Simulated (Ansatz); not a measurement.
Base system: KI in the rock salt structure (space group Fm-3m, No. 225).

```xyz
2
Lattice="0.0000 3.5912 3.5912 3.5912 0.0000 3.5912 3.5912 3.5912 0.0000" Properties=species:S:1:pos:R:3 pbc="T T T"
K      0.0000     0.0000     0.0000
I      3.5912     3.5912     3.5912
```

Method: PBE (Ansatz, a quantum-chemistry and plane-wave program; PAW; 420 eV plane waves; spin-orbit coupling left out).

For the base:

- Band gap: 3.86 eV
- Hole mass: 0.51, 2.8, 2.8 mₑ (at Γ)

The change: a hydrostatic pressure of 0.3 GPa.

Question: What does the calculation give for the band gap after the change?

Answer: The band gap goes up by 0.06 eV to 3.92 eV.

Question: Estimate the effect on the hole mass.

Answer: The hole mass (degenerate bands, along [100]) changes from 0.51, 2.8, 2.8 mₑ (at Γ) to 0.49, 2.7, 2.7 mₑ (at Γ).

Spin-orbit coupling, missing from the scalar runs, can matter with I. Load acts through the strain it causes; cell and atoms are relaxed under it. Masses are band curvatures over ±0.01 Å⁻¹ around the edge. Stability against distortions was not tested.
